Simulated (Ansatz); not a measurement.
Consider the following.

End structure of the (111) surface of fcc Pd, (√3x√3)R30°, one Pd site of the top plane empty (bottom of the slab: a bare face, its two planes held):

```
CELL_PARAMETERS angstrom
      4.18292     2.41501     0.00000
     -4.18292     2.41501     0.00000
      0.00000     0.00000    27.50000
ATOMIC_POSITIONS crystal
  Pd 0.00000 0.66667 0.29301
  Pd 0.33333 0.33333 0.29301
  Pd 0.66667 0.00000 0.29301
  Pd 0.00000 0.33333 0.37581
  Pd 0.33333 0.00000 0.37581
  Pd 0.66667 0.66667 0.37581
  Pd 0.00000 0.00000 0.45836
  Pd 0.33333 0.66667 0.45838
  Pd 0.66667 0.33333 0.45838
  Pd 0.00000 0.66686 0.54123
  Pd 0.33314 0.33314 0.54123
  Pd 0.66686 0.00000 0.54123
  Pd 0.00000 0.32745 0.62398
  Pd 0.32745 0.00000 0.62398
  Pd 0.67255 0.67255 0.62398
  Pd 0.33333 0.66667 0.70282
  Pd 0.66667 0.33333 0.70282
```

Slab: 17 atoms, 11.4 Å thick at the start; k 9x9x1, smearing 0.1 eV, dipole-corrected; 6 atoms held, the rest relaxed; symmetry of the start imposed; no spin, no spin-orbit, no U. In PBE it lies 0.08 eV a 1x1 cell over the lowest computed structure of the same composition (one row in 3 of the top plane missing).

Question: What work function of the top face does PBE (Ansatz, a program for electronic structure) give?

Answer: 4.75 eV
